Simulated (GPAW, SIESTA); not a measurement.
A SIESTA input for a self-consistent single point of Cu₂As (P4/nmm, 6 atoms in the cell) (DFT, GGA PBEsol, numerical atomic orbitals DZP, PseudoDojo PBEsol standard norm-conserving potentials (rewritten from UPF to PSML)):

```
# files in the folder: Cu.psml As.psml (PseudoDojo PBEsol standard)
SystemName  Cu2As
SystemLabel cu2as

NumberOfAtoms                6
NumberOfSpecies              2
%block ChemicalSpeciesLabel
  1 29 Cu
  2 33 As
%endblock ChemicalSpeciesLabel
LatticeConstant              1.0 Ang
%block LatticeVectors
     3.661857000    0.000000000    0.000000000
     0.000000000    3.661857000    0.000000000
     0.000000000    0.000000000    5.705327000
%endblock LatticeVectors
AtomicCoordinatesFormat      Bohr
%block AtomicCoordinatesAndAtomicSpecies
     3.459953419    3.459953419    0.000000000  1
     0.000000000    0.000000000    0.000000000  1
     3.459953419    0.000000000    3.234020384  1
     0.000000000    3.459953419    7.547485097  1
     3.459953419    0.000000000    7.687321223  2
     0.000000000    3.459953419    3.094184258  2
%endblock AtomicCoordinatesAndAtomicSpecies

XC.functional                GGA
XC.authors                   PBEsol
PAO.BasisSize                DZP
PAO.EnergyShift              0.01 Ry
MeshCutoff                   300 Ry
%block kgrid.MonkhorstPack
    7   0   0  0.0
    0   7   0  0.0
    0   0   5  0.0
%endblock kgrid.MonkhorstPack
OccupationFunction           FD
ElectronicTemperature        100.0 meV

MaxSCFIterations             150
SCF.Mixer.Method             Broyden
SCF.Mixer.Weight             0.2
SCF.Mixer.History            8
SCF.DM.Tolerance             1.0E-05
Diag.ParallelOverK           true
WriteForces                  true
```

Give the GPAW input for the same structure, mesh, smearing and functional.

This is the input that was run; spellings and numerical settings could be chosen otherwise.

```python
from ase import Atoms
from ase.units import GPa
from gpaw import GPAW

atoms = Atoms(['Cu', 'Cu', 'Cu', 'Cu', 'As', 'As'],
              cell=[[3.661857, 0.000000, 0.000000],
                    [0.000000, 3.661857, 0.000000],
                    [0.000000, 0.000000, 5.705327]],
              scaled_positions=[[0.500000, 0.500000, 0.000000],
                                [0.000000, 0.000000, 0.000000],
                                [0.500000, 0.000000, 0.299960],
                                [0.000000, 0.500000, 0.700040],
                                [0.500000, 0.000000, 0.713010],
                                [0.000000, 0.500000, 0.286990]],
              pbc=True)

calc = GPAW(mode={'name': 'pw', 'ecut': 800},
            xc='PBEsol',
            kpts=(7, 7, 5),
            occupations={'name': 'fermi-dirac', 'width': 0.1},
            nbands=-10,
            symmetry={'symmorphic': False, 'tolerance': 0.0005},
            maxiter=120)

atoms.calc = calc

energy = atoms.get_potential_energy()
print('Energy (eV):', round(energy, 6))
forces = atoms.get_forces()
print('Forces (eV/Ang):')
print(forces.round(5))
stress = atoms.get_stress()
print('Stress (GPa, Voigt):', (stress / GPa).round(4))
```

Basis settings and potentials, where a program has them, do not carry over. This input uses DFT PBEsol, plane waves, GPAW PAW datasets PBEsol (made by gpaw-setup).

The starting cell comes from a database of computed structures (which also holds hypothetical and non-ambient phases and stackings), without a prior relaxation at this level. Its lattice was rescaled by a random factor within 2.5 % of one. For this run, on top of that: lattice scaled by 0.98.
